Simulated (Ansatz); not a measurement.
Take BaCuTeF (space group P4/nmm, No. 129; a = 4.360 Å, c = 9.271 Å; a cell from a computed database, its experimental status unchecked) as the base.

One thing is altered: 1.23 electrons added to each cell, a density of 7.0×10^21 cm⁻³, with a uniform compensating background at fixed cell and a 300 K Fermi–Dirac width.

Calculations: DFT with PBEsol, PAW potentials and a 420 eV plane-wave cutoff in Ansatz (an electronic-structure program), no spin-orbit coupling.

Base, band edges from the VBM (valence, conduction): A -1.67, 2.84; M -1.67, 2.36; R -0.78, 2.10; X -0.79, 2.00; Z -0.02, 1.06; Γ 0.00, 0.85 eV.

Task: Give the band edges at the high-symmetry points of the new zone, measured from its valence-band maximum.

Result: 
```
point  valence edge (eV)  conduction edge (eV)
-----  -----------------  --------------------
Γ                   0.00                  0.65
X                  -0.85                  1.95
M                  -1.59                  2.47
Z                  -0.02                  0.89
R                  -0.84                  2.05
A                  -1.59                  2.83
```

The gap is 0.65 eV, direct at Γ.

Charged cell with a jellium background: band edges are those of the host's band count, energies are not comparable with the neutral cell, and many-body gap narrowing is missing. With Te present, leaving out spin-orbit coupling can change the band edges. No phonon test of stability was made. No Hubbard U is applied. The final runs are not spin-polarised.
